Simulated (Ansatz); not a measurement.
Base system: CdS in the zinc blende structure (space group F-43m, No. 216; a = 5.8242 Å). Axes: x, y, z lie along the cube axes.

Method: PBEsol in Ansatz (plane waves to 420 eV, PAW, scalar-relativistic without spin-orbit coupling).

Now apply this change: an isotropic linear strain of −1.50 %, atoms relaxed at fixed cell.

Q: Predict the stress tensor and what it implies for the stiffness.

A: Stress of the strained cell less that of the base (GPa, compression positive):
```
   3.09    0.00    0.00
   0.00    3.09    0.00
   0.00    0.00    3.09
```

Then B = −ΔP/(ΔV/V₀) with ΔV/V₀ = -0.0443 gives secant stiffness values (nonlinear terms included at this strain): B ≈ 70 GPa.

As a check, the harmonic strain energy −½ V₀ Δσ:ε is 11 meV/atom; the computed energy rise is 10 meV/atom.

Stability against distortions was not tested.

Ansatz is a program for electronic structure.
